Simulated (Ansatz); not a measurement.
The reference is KTaO3 in the cubic perovskite structure (space group Pm-3m, No. 221).

```
KTaO3
1.0
    4.02438     0.00000     0.00000
    0.00000     4.02438     0.00000
    0.00000     0.00000     4.02438
K Ta O
1 1 3
Direct
  0.00000   0.00000   0.00000
  0.50000   0.50000   0.50000
  0.00000   0.50000   0.50000
  0.50000   0.50000   0.00000
  0.50000   0.00000   0.50000
```

Levels (all Ansatz, a quantum-chemistry and plane-wave program, PAW): PBE (420 eV, scalar-relativistic without spin-orbit coupling); PBE+SOC (420 eV, noncollinear with spin-orbit coupling).

The geometry is relaxed with PBE.

- PBE lowest conduction level above the VBM at special points = Γ 2.16 eV; X 2.31 eV; M 4.91 eV; R 6.27 eV
- PBE pressure = 0.00 GPa
- PBE smallest direct gap = 2.78 eV

With PBE+SOC at the same geometry, the lowest conduction level above the VBM at special points goes from Γ 2.16 eV; X 2.31 eV; M 4.91 eV; R 6.27 eV to Γ 2.02 eV; X 2.29 eV; M 4.76 eV; R 6.12 eV; the pressure goes from zero to -0.18 GPa; the smallest direct gap decreases by 0.19 eV to 2.59 eV.

Single points use the geometry relaxed with PBE. The spin-orbit shifts are approximate. Spin-orbit coupling, missing from the scalar runs, can matter with Ta. Stability against distortions was not tested.
